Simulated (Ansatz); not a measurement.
LiBr (model structure, Pm-3m, No. 221, 2 atoms in the cell), treated with PBEsol (Ansatz, a program for electronic structure, PAW).

Numerical settings: plane-wave cutoff 520 eV, 10×10×10 k mesh, Fermi–Dirac smearing 0.01 eV, scalar-relativistic PAW data made under PBE.

Cell (relaxed at this level):

```
CELL_PARAMETERS angstrom
      3.46347     0.00000     0.00000
      0.00000     3.46347     0.00000
      0.00000     0.00000     3.46347
ATOMIC_POSITIONS crystal
  Li 0.00000 0.00000 0.00000
  Br 0.50000 0.50000 0.50000
```

Problem. Estimate the band gap, Γ–Γ gap and bulk modulus B0 that the calculation returns.

Solution. 
band gap: 3.06 eV (on the SCF k mesh)
Γ–Γ gap: 4.01 eV
bulk modulus B0: 29.2 GPa

Note: the bulk modulus is −V dP/dV from two relaxed cells at ±2 % in volume; the relaxation could raise the start's symmetry but not lower it, so the cell can be a saddle point.

Spin–orbit coupling is not included.

Static lattice: no zero-point or thermal effects.

The result took about 9 core-seconds (a rough figure).

A model structure was made by putting elements into a prototype or built by hand; it is no filed structure, need not be a known phase, and can be a saddle point held by its symmetry.
